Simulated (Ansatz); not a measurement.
For BP (model structure, started from the NiAs type, P6₃/mmc, No. 194, 4 atoms in the cell), LDA in Ansatz (PAW) gives:

```
Quantity                              Result
------------------------------  ------------
equilibrium lattice constant a       3.026 Å
lattice parameter c                  5.017 Å
bulk modulus                         171 GPa
cohesive energy                 5.08 eV/atom
```

Question: What does r²SCAN (Ansatz, a program for electronic structure, PAW) give for the same quantities?

Answer: 
- lattice constant a: 3.079 Å (goes up by 1.8 %)
- lattice parameter c: 5.030 Å (rises by 0.3 %)
- bulk modulus: 156 GPa (shrinks by 8.8 %)
- cohesive energy: 3.93 eV/atom (falls by 1.15 eV/atom)

Changes are worked out from the printed values.

Unless a cell is named, each level is at its own relaxed cell (LDA 9.95, r²SCAN 10.33 Å³/atom).

Caveats: the bulk modulus is −V dP/dV from two relaxed cells at ±2 % in volume (LDA, r²SCAN). Ansatz's density-functional and Hartree–Fock values are scalar-relativistic unless marked +SOC, with PAW data made under PBE.

A model structure was made by putting elements into a prototype or built by hand; it is no filed structure, need not be a known phase, and can be a saddle point held by its symmetry.
